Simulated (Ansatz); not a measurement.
## MoSe2: isotropic strain +1.34 %

The parent structure is MoSe2 in the 2H-MoS2 type structure (space group P6_3/mmc, No. 194; a = 3.228 Å, c = 12.347 Å; layered, stacked along the Cartesian z axis).

It is then changed as follows: an isotropic linear strain of +1.34 %, atoms relaxed at fixed cell.

The values are results of plane-wave PAW DFT at the PBEsol-D3(BJ) level (Ansatz, an electronic-structure program, 420 eV), no spin-orbit coupling, not measurements. Γ-centred 12×12×3 mesh, Fermi–Dirac width 0.05 eV.

```json
[
 {"quantity": "volume per atom", "base": "18.57 Å³", "changed": "19.32 Å³", "shift": "+0.756 Å³"},
 {"quantity": "space group", "base": "P6_3/mmc (No. 194)", "changed": "P6_3/mmc (No. 194)", "shift": "–"},
 {"quantity": "shortest interatomic distance", "base": "2.503 Å", "changed": "2.514 Å", "shift": "+0.011 Å"},
 {"quantity": "energy relative to the base (free energy F)", "base": "0 meV/atom", "changed": "+6.9 meV/atom", "shift": "+6.9 meV/atom"},
 {"quantity": "band gap", "base": "0.54 eV", "changed": "0.62 eV", "shift": "+0.086 eV"},
 {"quantity": "gap character", "base": "indirect, Γ → K–Γ (47 % along)", "changed": "indirect, Γ → K–Γ (47 % along)", "shift": "–"},
 {"quantity": "smallest direct gap", "base": "1.54 eV", "changed": "1.44 eV", "shift": "-0.093 eV"},
 {"quantity": "mean gap deformation potential ΔEg/Δln V", "base": "–", "changed": "+2.2 eV", "shift": "–"},
 {"quantity": "width of the top valence band", "base": "1.53 eV", "changed": "1.51 eV", "shift": "-0.025 eV"},
 {"quantity": "hole mass", "base": "2.1 mₑ along c, 0.62 mₑ across (at Γ)", "changed": "1.9 mₑ along c, 0.64 mₑ across (at Γ)", "shift": "–"},
 {"quantity": "valence-band top at Γ (three highest levels, from the VBM)", "base": "0.00, -0.52, -1.48 eV", "changed": "0.00, -0.60, -1.30 eV", "shift": "–"}
]
```

Effective masses come from finite differences of ±0.01 Å⁻¹. Whether these cells are dynamically stable was not tested.
